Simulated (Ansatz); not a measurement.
Take W in the bcc (W type) structure (space group Im-3m, No. 229) as the base.

```xyz
1
Lattice="-1.5849 1.5849 1.5849 1.5849 -1.5849 1.5849 1.5849 1.5849 -1.5849" Properties=species:S:1:pos:R:3 pbc="T T T"
W      0.0000     0.0000     0.0000
```

Calculations: DFT with r2SCAN, PAW potentials and a 500 eV plane-wave cutoff in Ansatz (a program for electronic structure), spin-orbit coupling left out, earlier PAW set.

Base values:

```
Property            Value
---------------  --------
Volume per atom  15.93 Å³
Band gap             zero
```

One thing is altered: cell and atoms relaxed at a pressure of 18 GPa.

What happens to the volume per atom and band gap?

The volume per atom falls by 0.793 Å³, from 15.93 Å³ to 15.13 Å³; the band gap is still zero.

Load acts through the strain it causes; cell and atoms are relaxed under it. Stability against distortions was not tested. No other phases were tried under pressure. All final runs are without spin polarisation.
